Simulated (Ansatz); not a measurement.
The parent structure is Ru in the hcp (Mg type) structure (space group P6_3/mmc, No. 194; relaxed with 0.1 eV smearing).

```
CELL_PARAMETERS angstrom
      2.70552     0.00000     0.00000
     -1.35276     2.34305     0.00000
      0.00000     0.00000     4.26507
ATOMIC_POSITIONS crystal
  Ru 0.33333 0.66667 0.75000
  Ru 0.66667 0.33333 0.25000
```

Cartesian axes are those of the cell as printed.

Computed with r2SCAN (Ansatz, a first-principles code, PAW, no spin-orbit coupling), earlier PAW set.

It is then changed as follows: biaxial strain +0.54 %, plane normal [001], relaxed out of plane (Cartesian); in-plane vectors clamped, the third vector and the atoms free.

Q: How does this affect the out-of-plane strain?

A: The out-of-plane strain comes out as -0.29 %.

Whether these cells are dynamically stable was not tested. The final runs are not spin-polarised.
